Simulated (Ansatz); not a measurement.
```yaml
crystal:
  lattice:
    - [2.25710, 0.00000, 0.00000]
    - [-1.12855, 1.95470, 0.00000]
    - [0.00000, 0.00000, 10.74666]
  atoms:
    - { symbol: Be, position: [0.00000, 0.00000, 0.00000] }
    - { symbol: Be, position: [0.66667, 0.33333, 0.16716] }
    - { symbol: Be, position: [0.33333, 0.66667, 0.33479] }
    - { symbol: Be, position: [0.66667, 0.33333, 0.50000] }
    - { symbol: Be, position: [0.33333, 0.66667, 0.66521] }
    - { symbol: Be, position: [0.66667, 0.33333, 0.83284] }
```

Calculation: PBE (plane waves to 420 eV, PAW; Ansatz, an electronic-structure program). Spin–orbit coupling is left out. Its k-point mesh 27×27×8, Fermi–Dirac width 0.1 eV.

### Question
Which polytype is this, and how does it compare with the cubic form?

### Answer
Be 6H (hchhhc), stacking ACBCBC, hexagonality 67 %, space group P-6m2 (a stacking that need not occur in nature); -60 meV/atom against 3C, layer spacing over a = 0.7935 (ideal 0.8165).
